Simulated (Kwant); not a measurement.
Model system: wire with a side stub in a Si two-dimensional gas. Effective mass 0.19 mₑ, grid spacing 2.5 nm, hard walls, nominal width 60 nm (23 grid rows, so walls 60 nm apart), one parabolic valley, scattering region 180 nm long along x; energies count from the band bottom; Fermi energy swept from 0.0004398 to 0.0052226 eV. Closed stub on one side, 59 nm wide and 82 nm deep.

The device is made up for the run: typed textbook-type constants, with dimensions and the other settings drawn at random.

Kwant, effective-mass tight-binding model on a square grid, one spin, coherent transport at 0 K. Conductance is in e²/h.

Question: How many channels do the leads carry at E = 3.94, 4.22 meV?

Answer: The hard-wall thresholds are n² ħ²π²/(2mW²) = n² × 0.550 meV with W = 60 nm. √(3.94/0.550) = 2.68, so 2. √(4.22/0.550) = 2.77, so 2.
